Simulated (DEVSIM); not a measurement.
System: abrupt Si p-n junction, at 500 K.

Layer 1 from the left is Si, thickness (μm) 23.0, Na (cm⁻³) 1.9e15, τn (s) 5.9e-5, τp (s) 5.9e-5. Layer 2 from the left is Si, thickness (μm) 0.820, Nd (cm⁻³) 4.6e15, τn (s) 5.9e-5, τp (s) 5.9e-5.

Left contact: ohmic. Right contact: ohmic. Voltage is applied to the left contact. Recombination: SRH at mid-gap. Mobility is constant in doping.

This is a model device: material constants are rounded textbook-type values typed into the input, and sizes, dopings and lifetimes were drawn at random. Values at 300 K; Nc and Nv go as T^1.5, mobilities as T to minus their exponent, the gap by Varshni's rule with the affinity fixed.

Si: gap (eV) 1.124, affinity (eV) 4.05, permittivity 11.7, Nc (cm⁻³) 2.86e19, Nv (cm⁻³) 3.1e19, μn (cm²/Vs) 1417, μp (cm²/Vs) 470, T exponent of μn 2.3, T exponent of μp 2.2, Varshni α (eV/K) 0.000473, Varshni β (K) 636.

Simulated with DEVSIM: 1D drift-diffusion, Boltzmann statistics, complete ionisation; no tunnelling, impact ionisation, image-force lowering or self-heating.

What does the simulation give for the potential step across the device at zero bias, the dark forward voltage at 100 A/cm², the dark forward voltage at 1 A/cm², the largest field in the device at zero bias?

potential step across the device at zero bias 0.206 V; dark forward voltage at 100 A/cm² 1.036 V; dark forward voltage at 1 A/cm² 0.097 V; largest field in the device at zero bias 7800 V/cm.
